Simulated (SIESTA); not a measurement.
SIESTA 5.4.2, DFT, PBE, numerical atomic orbitals DZP, PseudoDojo PBE standard norm-conserving (rewritten from UPF to PSML): fluorite CoSi2, atoms displaced (Co4Si8), 12 atoms. Basis and mesh were picked for this test and aren't claimed converged.

- cell = 7.59, 7.59, 3.79 Å; 60, 60, 60°
- distance to the nearest atom = 2.23 to 2.30 Å
- task = scf
- k mesh = 6×6×6
- PAO.BasisSize = DZP
- PAO.EnergyShift = 0.01 Ry
- MeshCutoff = 300 Ry
- ElectronicTemperature = 1000 K
- MaxSCFIterations = 200
- SCF.Mixer.Method = Pulay
- SCF.Mixer.Weight = 0.1
- SCF.Mixer.History = 6
- SCF.DM.Tolerance = 0.0001
- Diag.ParallelOverK = true
- SolutionMethod = diagon (default)
- Diag.Algorithm = Divide-and-Conquer (default)
- SCF.Mix = Hamiltonian (default)
- SCF.H.Tolerance = 0.001 eV (default)
- SCF.Mixer.Variant = stable (default)
- k-points = 132
- basis orbitals = 180
- electrons = 100
- real-space mesh = 72×72×36

Machine: one whole node, Intel Xeon 6 (Granite Rapids), 96 cores on 1 socket, 2 hardware threads a core, 3 L3 cache groups, 3 NUMA nodes.

Times are wall-clock medians of two to five runs, from launch to exit, with nothing else on the machine. Processes are pinned to neighbouring cores unless said otherwise. Build: conda-forge: Open MPI, OpenBLAS, ScaLAPACK, ELSI, no OpenMP. Other compilers and libraries give other times. Scratch files lie in a memory file system.

Started as
```bash
OMP_NUM_THREADS=1 mpirun -np 24 siesta input.fdf
```
(24 ranks, Diag.ParallelOverK = true) it takes 8.8 s and 16 SCF iterations.

Q: What happens to the run time with Diag.ParallelOverK = false?

A: About 38 s (2 runs within 1 %): 4.3× as long. The largest move is in solving for the density matrix (compute_dm): 5.0 s to 34 s. The standard eigenproblem (diag3) goes from 0.7 s to 24 s, most of the change. Change in the result: energy equal as printed, forces (largest component) under 0.001 meV/Å, pressure equal as printed.
